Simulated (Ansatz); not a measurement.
Take Bi in the A7 type structure (space group R-3m, No. 166; a = 4.533 Å, c = 11.654 Å (hexagonal axes)) as the base.

The other end (x = 1) is As (space group R-3m, No. 166; layered): 20.89 Å³/atom, gap zero.

Calculations: PBE-D3(BJ)/PAW in Ansatz (a quantum-chemistry and plane-wave program), no spin-orbit coupling.

As replaces a fraction x of Bi; each row is one arrangement (x, atoms in the cell, starting space group or random), fully relaxed.

One change was made to it. Results:

The mixing energy is +0.06 eV/atom (to 0.01 eV only: unlike meshes or grids); the deviation of the volume from the linear (Vegard-type) interpolation amounts to -1.4 %; the band gap stays zero.

### Question
Which change produced these results?
A. x(As) = 0.875, 8 atoms, Pm
B. x(As) = 0.25, 8 atoms, C2/m
C. x(As) = 0.5, 4 atoms, C2/m

### Answer
C, x(As) = 0.5, 4 atoms, C2/m. For comparison, the deviation of the volume from the linear in the other runs: x(As) = 0.875, 8 atoms, Pm gives +1.6 %; x(As) = 0.25, 8 atoms, C2/m gives +0.2 %.

Each cell is one ordered arrangement of few atoms, which overstates ordering effects compared with a random alloy. Spin-orbit coupling, missing from the scalar runs, can matter with Bi. Stability against distortions was not tested. The final runs are not spin-polarised. The zero or small gap of BiAs, BiAs7 and Bi3As can change with the level of theory.
